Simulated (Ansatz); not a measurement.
## Hypothetical simple cubic Ir under a change: pressure 1.5 GPa

The reference is Ir in the simple cubic structure (space group Pm-3m, No. 221; a = 2.541 Å; a hypothetical phase, not in the database extracts checked).

Modification: cell and atoms relaxed at a pressure of 1.5 GPa.

Level of theory: PBEsol/PAW in Ansatz (a quantum-chemistry and plane-wave program), no SOC. Settings: 18×18×18 k-points, 0.05 eV Fermi–Dirac smearing.

```yaml
density: 19.57 g/cm³ (base 19.47 g/cm³)
shortest_interatomic_distance: 2.536 Å (base 2.541 Å)
band_gap: zero (base zero)
```

Final structure:

```yaml
crystal:
  lattice:
    - [2.53602, 0.00000, 0.00000]
    - [0.00000, 2.53602, 0.00000]
    - [0.00000, 0.00000, 2.53602]
  atoms:
    - { symbol: Ir, position: [0.00000, 0.00000, 0.00000] }
```

Load acts through the strain it causes; cell and atoms are relaxed under it. Whether these cells are dynamically stable was not tested. All final runs are without spin polarisation. Ir has a high density of states at the Fermi level and may be magnetic at this level.
